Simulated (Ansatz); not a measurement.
The starting structures come from a database of crystals and need not be the phases stable at ambient conditions.

 Where the default PAW files enter, the runs use the earlier of Ansatz's two default sets.

By PBEsol, the system below comes out a metal.

Without scattering a metal conducts by its projected Fermi surface.

```
CELL_PARAMETERS angstrom
      3.04854     0.00000     0.00000
      0.00000     5.85594     0.00000
      0.00000     0.00000     6.34606
ATOMIC_POSITIONS crystal
  Ge 0.00000 0.16961 0.37320
  Ge 0.00000 0.83039 0.62680
  Ge 0.50000 0.66961 0.12680
  Ge 0.50000 0.33039 0.87320
  Pt 0.00000 0.00000 0.00000
  Pt 0.50000 0.50000 0.50000
```

Space group of this cell: Pnnm. The cell is strained (all lengths scaled by 1.02); by PBEsol its mean pressure is -8.5 GPa.

The current flows along the normal of the first two printed cell vectors. No spin-orbit coupling; the value is a mean over 0.1 eV about the Fermi level.

Task: Predict the ballistic conductance per area from PBEsol (Ansatz, a quantum-chemistry and plane-wave program).

Result: 0.54 × 10¹⁵ S/m² for both spins.
